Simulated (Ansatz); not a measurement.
**Response to strain in hypothetical Fm-3m WTe2**

Base system: WTe$_{2}$ (space group Fm-3m, No. 225; a = 6.5725 Å; a hypothetical phase, not in the database extracts checked; relaxed with 0.1 eV smearing). Axes: x, y, z lie along the cube axes.

Strains are applied to the cell and any free atomic positions relax; under biaxial strain the out-of-plane vector relaxes too; under stress the whole cell relaxes.

Computed with PBEsol in Ansatz (plane waves to 420 eV, PAW, without spin-orbit coupling), earlier PAW set.

Notes on the quantities. energy relative to the base: free energy F; pressure: mean of the normal stresses, compression positive.

```tsv
case	energy relative to the base	space group	pressure	volume per atom
base	0 meV/atom	Fm-3m (No. 225)	0.0 GPa	23.66 Å³
biaxial strain −4.47 %, plane normal [001], relaxed out of plane	+56 meV/atom	I4/mmm (No. 139)	6.2 GPa	22.45 Å³
biaxial strain −0.66 %, plane normal [001], relaxed out of plane	+1.0 meV/atom	I4/mmm (No. 139)	0.7 GPa	23.51 Å³
biaxial strain −2.00 %, plane normal [110], relaxed out of plane	+7.8 meV/atom	Immm (No. 71)	1.9 GPa	23.27 Å³
biaxial strain −2.17 %, plane normal [111], relaxed out of plane	+8.7 meV/atom	R-3m (No. 166)	2.0 GPa	23.26 Å³
isotropic strain −1.27 %	+12 meV/atom	Fm-3m (No. 225)	4.6 GPa	22.77 Å³
uniaxial strain ε_zz = −5.57 %	+39 meV/atom	I4/mmm (No. 139)	7.1 GPa	22.34 Å³
uniaxial strain ε_zz = +5.83 %	+40 meV/atom	I4/mmm (No. 139)	-5.6 GPa	25.04 Å³
uniaxial stress, 3 GPa compression along z	+6.5 meV/atom	I4/mmm (No. 139)	–	23.44 Å³
tensor shear ε_yz = +0.39 %	+0.1 meV/atom	Immm (No. 71)	0.0 GPa	23.66 Å³
```

Beyond what the load breaks, stability against distortions was not tested. The final runs are not spin-polarised. WTe2 has a high density of states at the Fermi level and may be magnetic at this level.

Ansatz is an electronic-structure program.
